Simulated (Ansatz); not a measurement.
The cell is made up: elements placed on another compound's structure type, so the phase may be hypothetical.

Inside the gap of an insulator the Bloch states are evanescent, with a wavenumber k + iκ along the transport direction.

Input:

```xyz
12
Lattice="7.2722 0.0000 0.0000 0.0000 10.2844 0.0000 0.0000 5.1422 5.1422" Properties=species:S:1:pos:R:3 pbc="T T T"
In     3.6361     8.9989     1.2856
In     0.0000     8.9989     3.8567
In     0.0000     6.4278     1.2856
In     3.6361     6.4278     3.8567
In     1.8180     2.5711     2.5711
In     5.4541     2.5711     2.5711
P      0.0000    11.5700     3.8567
P      3.6361     1.2856     1.2856
P      3.6361     3.8567     3.8567
P      0.0000     3.8567     1.2856
P      1.8180     7.7133     2.5711
P      5.4541     7.7133     2.5711
```

Space group of this cell: Pm-3n. The cell was relaxed by PBE-D3(BJ).

Transport runs along the normal of the first two printed cell vectors.

The gap is the functional's own. No spin-orbit coupling. Mid-gap values are interpolated on the energy grid.

Problem. Estimate the band gap and the smallest decay constant κ at mid-gap that Ansatz (a program for electronic structure) with r2SCAN returns for this system.

Solution. Gap 1.07 eV on a 6×6×6 mesh; κ = 0.075 1/Å, at the zone centre.
